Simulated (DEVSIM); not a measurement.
System: Pd/SiO2/p-Ge capacitor, at 300 K.

```
layer (left to right)  material  thickness (nm)  Na (cm⁻³)
---------------------  --------  --------------  ---------
1                          SiO2            1.40          -
2                            Ge             620     1.9e17
```

Metal gate on the left, work function 5.2 eV. Fixed charge at the semiconductor interface 0 cm⁻² (in units of +e); no interface traps.

This is a model device: material constants are rounded textbook-type values typed into the input, and sizes, dopings and lifetimes were drawn at random. Values at 300 K.

```csv
parameter,SiO2,Ge
gap (eV),9,0.664
affinity (eV),0.9,4
permittivity,3.9,16
Nc (cm⁻³),-,1.04e19
Nv (cm⁻³),-,6e18
```

Model (solved in DEVSIM): 1D Poisson equation in equilibrium, Boltzmann statistics, complete ionisation; no quantum confinement or tunnelling. Metal contacts follow the ideal Schottky-Mott rule: no Fermi-level pinning, no interface dipoles.

Problem. Give the band bending (positive: bands bend down) and minority sheet density.

Solution. 
```
Vg (V)  ψs (V)  minority carriers (cm⁻²)
------  ------  ------------------------
0.45    -0.085                     < 1e8
0.6     -0.016                     < 1e8
0.75     0.094                     < 1e8
0.9      0.222                     < 1e8
1.05     0.357                     5.1e8
1.2      0.490                    7.2e10
1.35     0.570                    1.1e12
```
